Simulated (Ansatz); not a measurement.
The parent structure is MgO in the rock salt structure (space group Fm-3m, No. 225; a = 4.214 Å). Axes: x, y, z lie along the cube axes.

Level of theory: DFT with PBEsol, PAW potentials and a 420 eV plane-wave cutoff in Ansatz (a program for electronic structure), no spin-orbit coupling.

Strains are applied to the cell and any free atomic positions relax; under biaxial strain the out-of-plane vector relaxes too.

One change was made to it. Results:

The band gap decreases by 0.55 eV to 4.07 eV; the energy goes up by 13 meV/atom.

Q: Which of these changes matches the shifts?
A) uniaxial strain ε_yy = +0.35 %
B) biaxial strain +2.47 %, plane normal [111], relaxed out of plane
C) biaxial strain +1.98 %, plane normal [110], relaxed out of plane
D) strain tensor (xx, yy, zz, yz, xz, xy) = (−0.85, −0.13, −0.31, −1.43, −0.31, +1.45) %

A: B, biaxial strain +2.47 %, plane normal [111], relaxed out of plane. For comparison, the band gap in the other runs: biaxial strain +1.98 %, plane normal [110], relaxed out of plane gives 4.22 eV; strain tensor (xx, yy, zz, yz, xz, xy) = (−0.85, −0.13, −0.31, −1.43, −0.31, +1.45) % gives 4.58 eV; uniaxial strain ε_yy = +0.35 % gives 4.58 eV.

A biaxial case was relaxed in a doubled cell and then solved in the primitive one. Whether these cells are dynamically stable was not tested.
